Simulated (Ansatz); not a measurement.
Consider BN in the h-BN type structure (space group P6_3/mmc, No. 194; a = 2.500 Å, c = 6.525 Å; layered, stacked along the Cartesian z axis). Axes: x lies along a and z along c of the hexagonal cell.

It is then changed as follows: strain tensor (xx, yy, zz, yz, xz, xy) = (+0.44, +0.73, −2.27, −0.31, +0.60, −0.15) %, atoms relaxed at fixed cell.

Levels (all Ansatz, a first-principles code, PAW, earlier PAW set): r2SCAN+rVV10 (500 eV, no spin-orbit coupling); HSE06 (420 eV, no SOC).

The geometry is relaxed with r2SCAN+rVV10.

r2SCAN+rVV10 lowest conduction level above the VBM at special points: Z 4.66 eV; Y 4.66 eV; T₂ 4.67 eV; Γ 5.78 eV

With HSE06 at the same geometry, the lowest conduction level above the VBM at special points becomes Z 5.44 eV; Y 5.44 eV; T₂ 5.46 eV; Γ 6.66 eV (r2SCAN+rVV10: Z 4.66 eV; Y 4.66 eV; T₂ 4.67 eV; Γ 5.78 eV).

Single points use the geometry relaxed with r2SCAN+rVV10. HSE06 was sampled on its mesh, a few special points and the semilocal edge points, so its gap is an upper bound. The levels and masses belong to the bands next to the band gap. Stability against distortions was not tested. Labels are those of the standard path for the cell's own space group.
